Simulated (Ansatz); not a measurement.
A computed series for hypothetical Pn-3m Mg2C: response to strain

The parent structure is Mg2C (space group Pn-3m, No. 224; a = 4.809 Å; a hypothetical phase, not in the database extracts checked). Axes: x, y, z lie along the cube axes.

Strains are applied to the cell and any free atomic positions relax.

The values are results of PBEsol (Ansatz, an electronic-structure program; PAW; 420 eV plane waves; without spin-orbit coupling), not measurements.

Candidates:
(a) isotropic strain −1.20 %
(b) uniaxial strain ε_zz = +1.24 %
(c) uniaxial strain ε_yy = +3.31 %

Notes on the quantities. energy relative to the base: free energy F.

### Question
Order them by energy relative to the base, highest first.

### Answer
(a) isotropic strain −1.20 % (+4.6 meV/atom), (c) uniaxial strain ε_yy = +3.31 % (+3.6 meV/atom), (b) uniaxial strain ε_zz = +1.24 % (+0.5 meV/atom)

A case with no gap was solved on a k-mesh chosen for an insulator, which is coarse for it. Whether these cells are dynamically stable was not tested. All final runs are without spin polarisation.
